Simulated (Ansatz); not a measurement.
```
ZnSe
1.0
    0.00000     2.84621     2.78142
    2.84621     0.00000     2.78142
    2.84621     2.84621     0.00000
Zn Se
1 1
Direct
  0.00000   0.00000   0.00000
  0.25000   0.25000   0.25000
```

Method: PBE with spin-orbit coupling, rigid bands (plane waves, PAW; Ansatz, a program for electronic structure). Condition of this run: biaxial stress in (001) of -0.8 GPa (compression positive) (the target of the relaxation). How the cell was made: cell and atoms relaxed with PBEsol, then loaded as said.

### Question
Predict the hole conductivity mass (n e² τ/σ) at 300 K, by direction if it differs.

### Answer
0.69 (x), 0.69 (y), 0.52 (z) mₑ.

### Question
Predict the electron conductivity mass (n e² τ/σ) at 300 K, by direction if it differs.

### Answer
0.107 mₑ.

### Question
And the band gap?

### Answer
1.17 eV at this level; semilocal functionals usually fall short of the measured gap.

Rigid bands, one relaxation time for all states, no polarons. Geometry: cell and atoms relaxed with PBEsol.
